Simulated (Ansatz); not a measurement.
End structure of a constructed model of the (0001) surface of hcp Ru, a pseudomorphic layer of Sn in the host's stacking (bottom of the slab: a bare face, its two planes held):

```yaml
crystal:
  lattice:
    - [2.72140, 0.00000, 0.00000]
    - [-1.36070, 2.35680, 0.00000]
    - [0.00000, 0.00000, 29.50000]
  atoms:
    - { symbol: Ru, position: [0.66667, 0.33333, 0.27537] }
    - { symbol: Ru, position: [0.33333, 0.66667, 0.34814] }
    - { symbol: Ru, position: [0.66667, 0.33333, 0.42049] }
    - { symbol: Ru, position: [0.33333, 0.66667, 0.49404] }
    - { symbol: Ru, position: [0.66667, 0.33333, 0.56658] }
    - { symbol: Ru, position: [0.33333, 0.66667, 0.63756] }
    - { symbol: Sn, position: [0.66667, 0.33333, 0.72088] }
```

Model: 7-atom slab, 13.3 Å thick at the start with caps and adatoms (thin: gaps and levels are the slab's own), 16x16x1 mesh, Fermi-Dirac 0.1 eV, dipole correction, 2 atoms held, the rest relaxed; start symmetry kept, larger cells not searched; no spin, no spin-orbit, no U. In PBE it is, or lies within 0.01 eV a 1x1 cell of, the lowest of the 2 structures of its composition computed so far; subsurface sites and larger cells were not tried.

Problem. Predict the work function of the top face from PBE (Ansatz, a program for electronic structure).

Solution. 3.70 eV
